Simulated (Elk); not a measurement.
# A self-consistent single point of RbCl (Fm-3m, 2 atoms in the cell) with Elk

Method of the run: PBE, all-electron FP-LAPW, Elk's shipped species files, APW+lo basis with extra local orbitals (Elk).

This input was run:

```
tasks
  0

xctype
  20

rgkmax
  7.5

gmaxvr
  14.0

nxlo
  2

lorbcnd
  .true.

lmaxi
  3

stype
  3

swidth
  0.00183747

scale
  1.889726125

avec
    0.0000000000    3.2900000000    3.2900000000
    3.2900000000    0.0000000000    3.2900000000
    3.2900000000    3.2900000000    0.0000000000

atoms
  2   : nspecies
  'Rb.in'   : spfname
  1   : natoms; atposl, bfcmt below
  0.0000000000  0.0000000000  0.0000000000    0.0 0.0 0.0
  'Cl.in'   : spfname
  1   : natoms; atposl, bfcmt below
  0.5000000000  0.5000000000  0.5000000000    0.0 0.0 0.0

ngridk
  9 9 9
```

The program printed (abridged):

```
│ Elk code version 10.2.4 │

All units are atomic (Hartree, Bohr, etc.)

│ Ground-state run starting from atomic densities │

Lattice vectors :
   0.000000000       6.217198951       6.217198951
   6.217198951       0.000000000       6.217198951
   6.217198951       6.217198951       0.000000000

Unit cell volume      :    480.6337802
Brillouin zone volume :   0.5160898457

Muffin-tin inner radius fraction :   0.1000000000E-01

Nuclei treated as point charges

Species :    1 (Rb)
 parameters loaded from : Rb.in
 name : rubidium
 nuclear charge    :   -37.00000000
 electronic charge :    37.00000000
 atomic mass :    155798.2684
 muffin-tin radius :    2.600000000
 number of radial points in muffin-tin :    597
 atomic positions (lattice), magnetic fields (Cartesian) :
   1 :   0.00000000  0.00000000  0.00000000    0.00000000  0.00000000  0.00000000

Species :    2 (Cl)
 parameters loaded from : Cl.in
 name : chlorine
 nuclear charge    :   -17.00000000
 electronic charge :    17.00000000
 atomic mass :    64626.86545
 muffin-tin radius :    2.200000000
 number of radial points in muffin-tin :    397
 atomic positions (lattice), magnetic fields (Cartesian) :
   1 :   0.50000000  0.50000000  0.50000000    0.00000000  0.00000000  0.00000000

Total number of atoms per unit cell :    2

Spin treatment :
 spin-unpolarised

Number of Bravais lattice symmetries :   48
Number of crystal symmetries         :   48
Crystal has inversion symmetry
Real symmetric eigensolver will be used

k-point grid :      9     9     9
k-point offset :    0.000000000       0.000000000       0.000000000
k-point set is reduced with full crystal symmetry group
Total number of k-points :       35

Muffin-tin radius times maximum |G+k| :    7.500000000
 using average radius
Maximum |G+k| for APW functions       :    3.125000000
Maximum (1/2)|G+k|²                   :    4.882812500
Maximum |G| for potential and density :    14.00000000
 potential will be trimmed for |G| > 2 gkmax
Constant for pseudocharge density :    9
Radial integration step length :    4

G-vector grid sizes :     40    40    40
Number of G-vectors :    22219

Maximum angular momentum used for
 APW functions                      :    8
 outer part of muffin-tin           :    6
 inner part of muffin-tin           :    3

Total nuclear charge    :   -54.00000000
Total core charge       :    38.00000000
Total valence charge    :    16.00000000
Total excess charge     :    0.000000000
Total electronic charge :    54.00000000

Effective Wigner radius, rₛ :    1.285614140

Number of empty states         :    8
Total number of valence states :   16
Total number of core states    :   38

Conduction state local-orbitals added automatically
Total number of local-orbitals :  135

Exchange-correlation functional :     20     0     0
 Perdew-Burke-Ernzerhof, Phys. Rev. Lett. 77, 3865 (1996)
 gradient requirement :    1
 generalised gradient approximation (GGA)

Smearing type :    3
 Fermi-Dirac
Smearing width :   0.1837470000E-02
Effective electronic temperature (K) :    580.2271348

Mixing type :    3
 Broyden mixing, J. Phys. A: Math. Gen. 17, L317 (1984)

Kohn-Sham potential initialised from atomic data

│ Self-consistent loop started │
│ Loop number : 1 │
 total energy                :     -3448.70488148
│ Loop number : 2 │
 total energy                :     -3448.65483377
RMS change in Kohn-Sham potential (target) :   0.2776253447     (  0.1000000000E-05)
Absolute change in total energy (target)   :   0.5004770706E-01 (  0.1000000000E-03)
│ Loop number : 3 │
 total energy                :     -3448.01585938
RMS change in Kohn-Sham potential (target) :   0.2441696540     (  0.1000000000E-05)
Absolute change in total energy (target)   :   0.6514863205     (  0.1000000000E-03)
│ Loop number : 4 │
 total energy                :     -3445.76165980
RMS change in Kohn-Sham potential (target) :   0.1285096272     (  0.1000000000E-05)
Absolute change in total energy (target)   :    2.417071159     (  0.1000000000E-03)
│ Loop number : 5 │
 total energy                :     -3444.10880518
RMS change in Kohn-Sham potential (target) :   0.4425974823E-01 (  0.1000000000E-05)
Absolute change in total energy (target)   :    2.257122412     (  0.1000000000E-03)
│ Loop number : 6 │
 total energy                :     -3443.46909391
RMS change in Kohn-Sham potential (target) :   0.1142624925E-01 (  0.1000000000E-05)
Absolute change in total energy (target)   :    1.203991871     (  0.1000000000E-03)
│ Loop number : 7 │
 total energy                :     -3443.24851762
RMS change in Kohn-Sham potential (target) :   0.3937609699E-03 (  0.1000000000E-05)
Absolute change in total energy (target)   :   0.5215742585     (  0.1000000000E-03)
│ Loop number : 8 │
 total energy                :     -3443.24489065
RMS change in Kohn-Sham potential (target) :   0.2700510419E-03 (  0.1000000000E-05)
Absolute change in total energy (target)   :   0.1340205294     (  0.1000000000E-03)
│ Loop number : 9 │
 total energy                :     -3443.23671487
RMS change in Kohn-Sham potential (target) :   0.7419744054E-04 (  0.1000000000E-05)
Absolute change in total energy (target)   :   0.4168091972E-01 (  0.1000000000E-03)
│ Loop number : 10 │
 total energy                :     -3443.23732219
RMS change in Kohn-Sham potential (target) :   0.2892637368E-04 (  0.1000000000E-05)
Absolute change in total energy (target)   :   0.9812902415E-02 (  0.1000000000E-03)
│ Loop number : 11 │
 total energy                :     -3443.23744559
RMS change in Kohn-Sham potential (target) :   0.4224645123E-05 (  0.1000000000E-05)
Absolute change in total energy (target)   :   0.2329833043E-02 (  0.1000000000E-03)
│ Loop number : 12 │
 total energy                :     -3443.23750749
RMS change in Kohn-Sham potential (target) :   0.9496082072E-06 (  0.1000000000E-05)
Absolute change in total energy (target)   :   0.5205551975E-03 (  0.1000000000E-03)
│ Loop number : 13 │
 total energy                :     -3443.23750741
RMS change in Kohn-Sham potential (target) :   0.4430835995E-06 (  0.1000000000E-05)
Absolute change in total energy (target)   :   0.1302150258E-03 (  0.1000000000E-03)
│ Loop number : 14 │
 total energy                :     -3443.23748470
RMS change in Kohn-Sham potential (target) :   0.1043547626E-06 (  0.1000000000E-05)
Absolute change in total energy (target)   :   0.5526275572E-04 (  0.1000000000E-03)
Convergence targets achieved

│ Loop number : 15 │

Energies :
 Fermi                       :     0.213476993540E-01
 sum of eigenvalues          :     -2011.07874674
 electron kinetic            :      3530.01956329
 core electron kinetic       :      3473.05310886
 Coulomb                     :     -6844.02172765
 Coulomb potential           :     -5373.19205538
 nuclear-nuclear             :     -318.336478292
 electron-nuclear            :     -7678.17844334
 Hartree                     :      1152.49319398
 Madelung                    :     -4157.42569996
 xc potential                :     -167.906254644
 exchange                    :     -126.775025381
 correlation                 :     -2.46028935147
 electron entropic           :    -0.446399551879E-11
 total energy                :     -3443.23747910

Density of states at Fermi energy :   0.5440994647E-07
 (states/Hartree/unit cell)

Estimated indirect band gap :   0.1832795034
 from k-point      1 to k-point      1
Estimated direct band gap   :   0.1832795034
 at k-point      1

Charges :
 core                        :    38.00000000
 valence                     :    16.00000000
 interstitial                :    2.922561305
 muffin-tins (core leakage)
  species :    1 (Rb)
   atom    1                 :    35.40576451     (  0.9332226363E-04)
  species :    2 (Cl)
   atom    1                 :    15.67167418     (  0.1536198291E-04)
 total in muffin-tins        :    51.07743869
 total calculated charge     :    54.00147118
 total charge                :    54.00000000
 error                       :   0.1471179247E-02

│ Self-consistent loop stopped │
```

The run converged in 15 iterations. The count includes the last loop, which Elk runs after its targets are met.

The starting cell has typed, rounded lattice constants, without a prior relaxation at this level. Values depend on the basis (sphere radii, cutoffs, local orbitals), which need not be converged.
